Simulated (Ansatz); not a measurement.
## Response to strain in Hf

Start from Hf in the hcp (Mg type) structure (space group P6_3/mmc, No. 194; a = 3.198 Å, c = 5.049 Å; relaxed with 0.1 eV smearing).

Strains are applied to the cell and any free atomic positions relax.

Level of theory: r2SCAN, PAW, 500 eV (Ansatz, a first-principles code; no SOC).

Notes on the quantities. energy relative to the base: free energy F.

```tsv
isotropic strain (%)	energy relative to the base (meV/atom)
0	0.0
0.5	?
1	6.8
1.5	15.1
2	26.5
2.5	40.9
3	58.2
```

### Question
Fit ΔE = Aε² + Bε³ (ε in %) to the rows shown and predict the withheld row.

### Answer
Least squares on the printed values gives A = 6.95 and B = -0.16 meV/atom (largest residual 0.0 meV/atom); this predicts 1.7 meV/atom, and the run gives 1.7 meV/atom, in agreement.

No phonon test of stability was made. The final runs are not spin-polarised.
